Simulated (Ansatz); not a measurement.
We consider white tin (β-Sn), described by PBE+SOC (plane waves, PAW; Ansatz, a quantum-chemistry and plane-wave program).

Run with plane-wave cutoff 520 eV, 20×20×20 k mesh, Fermi–Dirac smearing 0.05 eV, PAW data made under PBE.

Equation-of-state points:

| V (Å³/atom) | E − E_lowest (meV/atom) |
|---|---|
| 27.273 | 7.26 |
| 27.841 | 1.74 |
| 28.410 | 0.00 |
| 28.978 | 1.62 |
| 29.546 | 6.22 |

What bulk modulus B0 and pressure derivative B′ does a third-order Birch–Murnaghan fit give?

V0 = 28.409 Å³/atom, B0 = 47.3 GPa, B′ = 4.9 (fit to the energies at full precision).

Shape and atoms are relaxed at each volume.

Measured, for comparison: bulk modulus 57.0 GPa (temperature not stated, no zero-point or thermal correction; as tabulated in Chen et al. (2023), arXiv:2209.05059). Computed (rounded) less measured: bulk modulus -17 %.

Note: the bulk modulus comes from volumes at which shape and atoms were relaxed.
